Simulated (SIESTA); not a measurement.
# Input and output of a self-consistent single point for CaGe2Au2 (I4mm, 5 atoms in the cell) (SIESTA)

Level of theory: SIESTA 5.4.2 with LDA PW92, numerical atomic orbitals DZP, PseudoDojo LDA standard norm-conserving potentials (rewritten from UPF to PSML).

Input as run:

```
# files in the folder: Ca.psml Ge.psml Au.psml (PseudoDojo LDA standard)
SystemName  Ca(GeAu)2
SystemLabel siesta

NumberOfAtoms                5
NumberOfSpecies              3
%block ChemicalSpeciesLabel
  1 20 Ca
  2 32 Ge
  3 79 Au
%endblock ChemicalSpeciesLabel
LatticeConstant              1.0 Bohr
%block LatticeVectors
    -4.192313944    4.192313944    9.680016249
     4.192313944   -4.192313944    9.680016249
     4.192313944    4.192313944   -9.680016249
%endblock LatticeVectors
AtomicCoordinatesFormat      Fractional
%block AtomicCoordinatesAndAtomicSpecies
     0.004880000    0.004880000    0.000000000  1
     0.381610000    0.381610000    0.000000000  2
     0.618390000    0.618390000    0.000000000  2
     0.750000000    0.250000000    0.500000000  3
     0.250000000    0.750000000    0.500000000  3
%endblock AtomicCoordinatesAndAtomicSpecies

XC.functional                LDA
XC.authors                   PW92
PAO.BasisSize                DZP
PAO.EnergyShift              0.01 Ry
MeshCutoff                   300 Ry
%block kgrid.MonkhorstPack
    5   0   0  0.0
    0   5   0  0.0
    0   0   5  0.0
%endblock kgrid.MonkhorstPack
OccupationFunction           MP
OccupationMPOrder            0
ElectronicTemperature        0.1 eV

MaxSCFIterations             150
SCF.Mixer.Method             Pulay
SCF.Mixer.Weight             0.25
SCF.Mixer.History            8
SCF.DM.Tolerance             1.0E-04
Diag.ParallelOverK           true
WriteForces                  true
```

Log, with long lists cut:

```
reinit: Reading from file input.fdf

reinit: System Name: Ca(GeAu)2
reinit: System Label: siesta

coor:   Atomic-coordinates input format  =     Fractional

siesta: Atomic coordinates (Bohr) and species
siesta:      0.00000   0.00000   0.09448  1        1
siesta:      0.00000   0.00000   7.38798  2        2
siesta:      0.00000   0.00000  11.97205  2        3
siesta:      0.00000   4.19231   4.84001  3        4
siesta:      4.19231   0.00000   4.84001  3        5

siesta: System type = bulk

initatomlists: Number of atoms, orbitals, and projectors:      5    83   104

siesta: ******************** Simulation parameters ****************************
redata: Spin configuration                          = none
redata: Time-Reversal Symmetry                      = T
redata: Number of Atomic Species                    =        3
redata: Mesh Cutoff                                 =   300.0000 Ry
redata: Net charge of the system                    =     0.0000 |e|
redata: Min. number of SCF Iter                     =        0
redata: Max. number of SCF Iter                     =      150
redata: SCF convergence failure will abort job
redata: SCF mix quantity                            = Hamiltonian
redata: Mix DM or H after convergence               =   F
redata: Recompute H after scf cycle                 =   F
redata: Mix DM in first SCF step                    =   T
redata: No kicks to SCF
redata: DM Mixing Weight for Kicks                  =     0.5000
redata: Require Harris convergence for SCF          =   F
redata: Harris energy tolerance for SCF             =     0.000100 eV
redata: Require DM convergence for SCF              =   T
redata: DM tolerance for SCF                        =     0.000100
redata: Require EDM convergence for SCF             =   F
redata: EDM tolerance for SCF                       =     0.001000 eV
redata: Require H convergence for SCF               =   T
redata: Hamiltonian tolerance for SCF               =     0.001000 eV
redata: Require (free) Energy convergence for SCF   =   F
redata: (free) Energy tolerance for SCF             =     0.000100 eV
redata: Using DFT-D3 dispersion                     =   F
redata: Using Saved Data (generic)                  =   F
redata: Method of Calculation                       = Diagonalization
redata: Electronic Temperature                      =  1160.4518 K
redata: Number of TDED substeps                     =        3
redata: Dynamics option                             = Single-point calculation
redata: Save all siesta data in one NC              =   F
redata: ***********************************************************************

%block SCF.Mixers
  Pulay
%endblock SCF.Mixers

%block SCF.Mixer.Pulay
  # Mixing method
  method pulay
  variant stable

  # Mixing options
  weight 0.2500
  weight.linear 0.2500
  history 8
%endblock SCF.Mixer.Pulay

DM_history_depth set to one: no extrapolation allowed by default for geometry relaxation
Size of DM history Fstack: 1
Total number of electrons:    76.000000
Total ionic charge:    76.000000

* ProcessorY, Blocksize:    1  64

* Orbital distribution balance (max,min):    83    83

 Kpoints in:           75 . Kpoints trimmed:           63

siesta: k-grid: Number of k-points = 63
siesta: k-points from Monkhorst-Pack grid
siesta: k-cutoff (effective) =    11.092 Ang
siesta: k-point supercell and displacements
siesta: k-grid:     5     0     0      0.000
siesta: k-grid:     0     5     0      0.000
siesta: k-grid:     0     0     5      0.000

diag: Algorithm                                     = D&C
diag: Parallel over k                               =   F
diag: Use parallel 2D distribution                  =   F
diag: Parallel block-size                           = 64
diag: Parallel distribution                         =     1 x     1
diag: Used triangular part                          = Lower
diag: Absolute tolerance                            =  0.100E-15
diag: Orthogonalization factor                      =  0.100E-05
diag: Memory factor                                 =  1.0000

superc: Internal auxiliary supercell:     5 x     5 x     5  =     125
superc: Number of atoms, orbitals, and projectors:    625  10375  13000

                        Single-point calculation

superc: Internal auxiliary supercell:     5 x     5 x     5  =     125
superc: Number of atoms, orbitals, and projectors:    625  10375  13000

outcell: Unit cell vectors (Ang):
       -2.218477    2.218477    5.122444
        2.218477   -2.218477    5.122444
        2.218477    2.218477   -5.122444

outcell: Cell vector modules (Ang)   :    6.006889    6.006889    6.006889
outcell: Cell angles (23,13,12) (deg):    136.6524    136.6524     62.9734
outcell: Cell volume (Ang**3)        :    100.8433
new_DM -- step:     1
Initializing Density Matrix...

Attempting to read DM from file... Failed...
DM filled with atomic data:

InitMesh: MESH = 54 x 54 x 48 = 139968
InitMesh: Mesh cutoff (required, used) =   300.000   317.247 Ry

stepf: Methfessel-Paxton step function
       Using Hermite-Gauss polynomials of order  0

        iscf     Eharris(eV)        E_KS(eV)     FreeEng(eV)     dDmax    Ef(eV) dHmax(eV)
   scf:    1   -13805.954025   -13897.735185   -13897.750520  1.326751 -1.263334 27.599055
   scf:    2   -13940.509729   -13934.176332   -13934.190589  0.841666 -2.903295  2.970770
   scf:    3   -13934.992857   -13934.646507   -13934.657280  0.048302 -2.934580  1.821445
   scf:    4   -13934.863180   -13934.790456   -13934.799752  0.073449 -3.011715  0.457945
   scf:    5   -13934.787072   -13934.793888   -13934.803900  0.023980 -3.025136  0.285584
   scf:    6   -13934.798277   -13934.797731   -13934.807463  0.007798 -3.014575  0.035327
   scf:    7   -13934.797620   -13934.797687   -13934.807371  0.001279 -3.014128  0.061665
   scf:    8   -13934.797873   -13934.797828   -13934.807549  0.001180 -3.016062  0.008701
   scf:    9   -13934.797815   -13934.797822   -13934.807553  0.000240 -3.016463  0.001898
   scf:   10   -13934.797818   -13934.797820   -13934.807553  0.000064 -3.016604  0.000290

SCF Convergence by DM+H criterion
max |DM_out - DM_in|         :     0.0000638282
max |H_out - H_in|      (eV) :     0.0002900149
SCF cycle converged after 10 iterations

Using DM_out to compute the final energy and forces

siesta: E_KS(eV) =           -13934.7978

siesta: E_KS - E_eggbox =    -13934.7978

siesta: Atomic forces (eV/Ang):
     1   -0.000104   -0.000104   -0.149304
     2   -0.000057   -0.000057   -0.469616
     3    0.000184    0.000184    0.516484
     4    0.000626   -0.000644    0.051331
     5   -0.000644    0.000626    0.051331
   Tot    0.000005    0.000005    0.000225
   Max    0.516484
   Res    0.185267    sqrt( Sum f_i^2 / 3N )
   Max    0.516484    constrained

Stress tensor Voigt[x,y,z,yz,xz,xy] (kbar):        6.25        6.25        7.11       -0.03       -0.03       -0.05
(Free)E + p*V (eV/cell)   -13935.2190
Target enthalpy (eV/cell)   -13934.8076

siesta: Program's energy decomposition (eV):
siesta: Ebs     =     -2234.093069
siesta: Eions   =     16727.489534
siesta: Ena     =      1411.414390
siesta: Ekin    =      6311.389412
siesta: Enl     =     -2311.009456
siesta: Eso     =         0.000000
siesta: Edftu   =         0.000000
siesta: DEna    =       110.892091
siesta: DUscf   =         4.538638
siesta: DUext   =         0.000000
siesta: Ex      =     -2518.927885
siesta: Ec      =      -215.605477
siesta: Exc     =     -2734.533361
siesta: Eharris =    -13934.797818
siesta: Etot    =    -13934.797820
siesta: FreeEng =    -13934.807553

siesta: Atomic forces (eV/Ang):
siesta:      1   -0.000104   -0.000104   -0.149304
siesta:      2   -0.000057   -0.000057   -0.469616
siesta:      3    0.000184    0.000184    0.516484
siesta:      4    0.000626   -0.000644    0.051331
siesta:      5   -0.000644    0.000626    0.051331
siesta: ----------------------------------------
siesta:    Tot    0.000005    0.000005    0.000225

siesta: Stress tensor (static) (eV/Ang**3):
siesta:     0.003901   -0.000034   -0.000021
siesta:    -0.000034    0.003901   -0.000021
siesta:    -0.000021   -0.000021    0.004439

siesta: Cell volume =        100.843305 Ang**3

siesta: Pressure (static):
siesta:                Solid            Molecule  Units
siesta:          -0.00004444         -0.00010521  Ry/Bohr**3
siesta:          -0.00408011         -0.00965981  eV/Ang**3
siesta:          -6.53704952        -15.47671809  kBar
```

The run converged in 10 iterations.

The starting cell comes from a database of computed structures (which also holds hypothetical and non-ambient phases and stackings), without a prior relaxation at this level. Its lattice was rescaled by up to half a per cent. One atom was moved a little off its site on purpose. Values carry the incompleteness of an atom-centred basis.

Cost on one core of a shared machine: roughly 30 s.
